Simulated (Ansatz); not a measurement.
## GaP in the zinc blende structure (space group F-43m, No. 216)

```yaml
crystal:
  lattice:
    - [0.00000, 2.71928, 2.71928]
    - [2.71928, 0.00000, 2.71928]
    - [2.71928, 2.71928, 0.00000]
  atoms:
    - { symbol: Ga, position: [0.00000, 0.00000, 0.00000] }
    - { symbol: P, position: [0.25000, 0.25000, 0.25000] }
```

Method: PBEsol (Ansatz, an electronic-structure program; PAW; 420 eV plane waves; no SOC). Settings: 11×11×11 k-points, 0.05 eV Fermi–Dirac smearing.

```json
{
  "volume_per_atom": "20.11 Å³",
  "density": "4.16 g/cm³",
  "band_gap": "1.45 eV, indirect, Γ → Γ–X (87 % along)",
  "electron_mass": "1.2 mₑ along k, 0.23 mₑ across",
  "Hole mass (degenerate bands, along [100])": "0.11, 0.37, 0.37 mₑ",
  "Lowest conduction-band minima above the VBM": "a point along ⟨100⟩, about 1.0 Å⁻¹ from Γ 1.45 eV; L along ⟨111⟩ 1.60 eV; Γ 1.80 eV",
  "total_energy": "-2242.029 eV/atom (σ→0; compares only within this code and set-up)"
}
```

Effective masses come from finite differences of ±0.01 Å⁻¹. Along k means along the line from Γ to the band edge. No phonon test of stability was made.
